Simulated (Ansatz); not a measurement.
**Response to strain in ZnSe**

The reference is ZnSe in the zinc blende structure (space group F-43m, No. 216; a = 5.568 Å). Axes: x, y, z lie along the cube axes.

Strains are applied to the cell and any free atomic positions relax; under biaxial strain the out-of-plane vector relaxes too.

The values are results of plane-wave PAW DFT at the LDA level (Ansatz, an electronic-structure program, 420 eV), no spin-orbit coupling, not measurements.

| biaxial strain, plane normal [001], relaxed out of plane (%) | band gap (eV) |
|---|---|
| 0 | 1.25 |
| 0.5 | 1.21 |
| 1 | 1.16 |
| 1.5 | 1.12 |
| 2 | 1.08 |
| 2.5 | ? |
| 3 | 1.00 |

Question: Fit E_g = E₀ + Dε (ε in %) to the rows shown and predict the withheld row.

Answer: Least squares on the printed values gives E₀ = 1.25 eV, D = -83.7 meV per % of strain (largest residual 0.00 eV); this predicts 1.04 eV, and the run gives 1.04 eV, in agreement.

Stability against distortions was not tested.
